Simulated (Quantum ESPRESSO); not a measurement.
Quantum ESPRESSO run on SrSeO4 (P1, 24 atoms in the cell): self-consistent single point.

Method: LDA (PZ), GBRV 1.5 ultrasoft (LDA) pseudopotentials (plane waves; Quantum ESPRESSO).

```
SrSeO4
1.0
    6.87878     0.00000     0.00000
    0.00000     7.36068     0.00000
   -5.23664     0.00000     6.91913
Sr Se O
4 4 16
Direct
  0.17510   0.65549   0.28138
  0.81955   0.34663   0.72789
  0.82632   0.15093   0.21290
  0.16327   0.84537   0.78096
  0.68637   0.66428   0.29678
  0.30295   0.32862   0.69504
  0.31206   0.16645   0.19961
  0.69632   0.84102   0.81577
  0.40900   0.71327   0.11467
  0.60003   0.28448   0.87864
  0.59889   0.21800   0.38017
  0.39338   0.78660   0.61678
  0.68367   0.60828   0.48871
  0.32263   0.39255   0.51424
  0.33105   0.10694   0.01890
  0.68012   0.88923   0.98906
  0.80944   0.99938   0.75696
  0.19007   0.00730   0.24387
  0.18858   0.49575   0.75125
  0.80848   0.49899   0.24350
  0.87767   0.66176   0.88087
  0.11730   0.34454   0.11847
  0.12074   0.16243   0.60879
  0.88701   0.83171   0.38479
```

Reference input (self-consistent single point, DFT, LDA (PZ), plane waves, GBRV 1.5 ultrasoft (LDA) pseudopotentials): ecutwfc = 40 Ry; ecutrho = 200 Ry; occupations = smearing; smearing = gaussian; degauss = 0.000734986 Ry; potentials = {Sr: sr_lda_v1.uspp.F.UPF, Se: se_lda_v1.uspp.F.UPF, O: o_lda_v1.2.uspp.F.UPF}; K_POINTS = automatic 3 3 3 0 0 0; conv_thr = 1e-08 Ry. This run's input differs from it in these lines:

```diff
@@ -15,3 +15,3 @@
     ecutwfc = 40
-    ecutrho = 200
+    ecutrho = 80
     occupations = 'smearing'
```

The program printed (abridged):

```
     Self-consistent Calculation

     iteration #  1     ecut=    40.00 Ry     beta= 0.70

---- Real-time Memory Report at c_bands before calling an iterative solver
           360 MiB given to the printing process from OS
           300 MiB allocation reported by mallinfo(arena+hblkhd)
------------------

     negative rho (up, down):  2.515E-01 0.000E+00

     total energy              =    -967.31016651 Ry
     estimated scf accuracy    <       7.07438091 Ry

     iteration #  2     ecut=    40.00 Ry     beta= 0.70

---- Real-time Memory Report at c_bands before calling an iterative solver
   [... lines left out ...]
           456 MiB given to the printing process from OS
           345 MiB allocation reported by mallinfo(arena+hblkhd)
------------------

     negative rho (up, down):  2.572E-01 0.000E+00

     total energy              =    -970.82299358 Ry
     estimated scf accuracy    <       0.00000004 Ry

     iteration # 13     ecut=    40.00 Ry     beta= 0.70

---- Real-time Memory Report at c_bands before calling an iterative solver
           456 MiB given to the printing process from OS
           345 MiB allocation reported by mallinfo(arena+hblkhd)
------------------

     negative rho (up, down):  2.572E-01 0.000E+00
     End of self-consistent calculation

     the Fermi energy is     7.5939 ev

!    total energy              =    -970.82299355 Ry
     estimated scf accuracy    <          8.4E-09 Ry
     smearing contrib. (-TS)   =      -0.00000000 Ry
     internal energy E=F+TS    =    -970.82299355 Ry

     convergence has been achieved in  13 iterations

     negative rho (up, down):  2.572E-01 0.000E+00

     Forces acting on atoms (cartesian axes, Ry/au):

     atom    1 type  1   force =     0.00384377   -0.00569712    0.01441540
     atom    2 type  1   force =    -0.00288962    0.00907827   -0.01310171
     atom    3 type  1   force =    -0.01741973    0.01776180    0.01036876
     atom    4 type  1   force =     0.01585900   -0.01208181   -0.01393676
     atom    5 type  2   force =     0.01430636   -0.08267474    0.09330059
   [... lines left out ...]
     Total force =     0.407518     Total SCF correction =     0.000173
   [... lines left out ...]

     negative rho (up, down):  2.572E-01 0.000E+00
          total   stress  (Ry/bohr**3)                   (kbar)     P=      -44.71
  -0.00029941   0.00012691   0.00000653          -44.05       18.67        0.96
   0.00012691  -0.00015880   0.00001932           18.67      -23.36        2.84
   0.00000653   0.00001932  -0.00045355            0.96        2.84      -66.72

   JOB DONE.
```

The run converged in 13 iterations. Against the reference run the free energy drops by 10.1 meV/atom, the pressure goes from -5.06 to -4.47 GPa, the largest force moves little (5.313 to 5.320 eV/Å) and the gap on the mesh hardly changes (3.252 to 3.257 eV).

The starting cell comes from a database of computed structures (which also holds hypothetical and non-ambient phases and stackings), without a prior relaxation at this level. Its atoms were displaced at random from the sites of space group no. 14. Forces in this geometry exceed 1 eV/Å.

Cost on one core of a shared machine: roughly 6 min.
